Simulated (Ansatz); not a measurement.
**ZnS (model structure, started from the NiAs type, P6₃/mmc, No. 194, 4 atoms in the cell): equilibrium lattice constant a by level of theory**

No measured value is used here.

```csv
level (code),value (Å)
PBE (Ansatz),3.624
PBEsol (Ansatz),3.565
PBE-D3(BJ) (Ansatz),3.572
```

Ansatz's density-functional and Hartree–Fock values are scalar-relativistic unless marked +SOC, with PAW data made under PBE.

A model structure was made by putting elements into a prototype or built by hand; it is no filed structure, need not be a known phase, and can be a saddle point held by its symmetry.

Ansatz is an electronic-structure program.
